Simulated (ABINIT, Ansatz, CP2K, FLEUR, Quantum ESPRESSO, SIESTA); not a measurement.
# WS₂ (P6_3/mmc, 6 atoms in the cell) computed with different codes at matched settings

Self-consistent single point.

```
CELL_PARAMETERS angstrom
      1.57500    -2.72798     0.00000
      1.57500     2.72798     0.00000
      0.00000     0.00000    12.32000
ATOMIC_POSITIONS crystal
  W  0.33333 0.66667 0.25000
  W  0.66667 0.33333 0.75000
  S  0.33333 0.66667 0.87800
  S  0.66667 0.33333 0.37800
  S  0.66667 0.33333 0.12200
  S  0.33333 0.66667 0.62200
```

All programs got the same cell, k-point mesh and kind of occupations (in Ansatz's words: kpoints.mp_grid.grid = 7 7 2; scf.occupations.method = fermi_dirac; scf.occupations.width = 0.0015 Ry); potentials, basis and cutoffs are each program's usual ones.

| code | model | pressure (GPa) | largest force (eV/Å) | k-points | cutoff |
|---|---|---|---|---|---|
| FLEUR | PBE, all-electron FLAPW (FLEUR), scalar-relativistic valence | – | 0.043 | 16 | Kmax 3.9 1/bohr |
| Ansatz | PBE, default PAW files | 4.06 | 0.013 | 16 | default |
| CP2K | PBE, GPW, DZVP-MOLOPT-SR-GTH basis, GTH-PBE potentials (GTH_POTENTIALS) | 2.97 | 0.092 | 50 | grid 500 Ry |
| SIESTA | GGA PBE, numerical atomic orbitals DZP, PseudoDojo PBE standard norm-conserving potentials (rewritten from UPF to PSML) | 5.09 | 0.360 | 53 | grid 350 Ry |
| Quantum ESPRESSO | PBE, SSSP 1.1.2 efficiency (PBE) pseudopotentials | 3.21 | 0.047 | 16 | 40 Ry |
| ABINIT | PBE, norm-conserving pseudopotentials (PseudoDojo nc-sr-05 PBE standard) | 4.09 | 0.019 | 16 | 37 Ha |

A dash marks a value that a program does not give, or that is left out as unsure.

The spread over the programs that give each value: pressure within 2.12 GPa; largest force within 0.347 eV/Å.

The starting cell has typed, rounded lattice constants, without a prior relaxation at this level. On Ansatz's run: Spin-orbit coupling is off. Spin polarisation is off. In the base run, with a pressure of about 4 GPa the cell is away from its equilibrium volume at this level.

Question: Why do the programs differ, and what cannot be compared?

Answer: Differences of this kind can come from the potentials, where these differ, and from what each basis and cutoff leave unconverged. The zero of total energies and Fermi levels follows the potentials and each program's conventions, so they are not compared here. CP2K and SIESTA use small atom-centred bases, whose incompleteness enters pressures, forces and empty levels differently from a plane-wave cutoff. FLEUR treats all electrons, but the usual bases taken here (sphere radii, linearisation, local orbitals, empty states) were not tested for convergence, so the values are no reference for the others. Ansatz's pressure is given at a fixed set of plane waves, as the other plane-wave codes print theirs. Ansatz's smearing width was typed in Ry to four decimals, so it matches the others to a few per cent. The programs reduce the same mesh by symmetry to different extents, which changes the work and not the result. In the pressure, CP2K (by 1.10) and SIESTA (by 1.03) lie more than 1 GPa from the median of the plane-wave programs. In the force vectors, CP2K (by 0.111) and SIESTA (by 0.341) lie more than 0.08 eV/Å from the median of the plane-wave programs.

This mesh misses zone-boundary points where a band edge of such crystals can lie, so no gaps are given.

Left out of this page: GPAW (failed or unconverged); Elk (not drawn, or without a comparable value).

Ansatz is a first-principles code.

Keys are those of Ansatz 0.2.
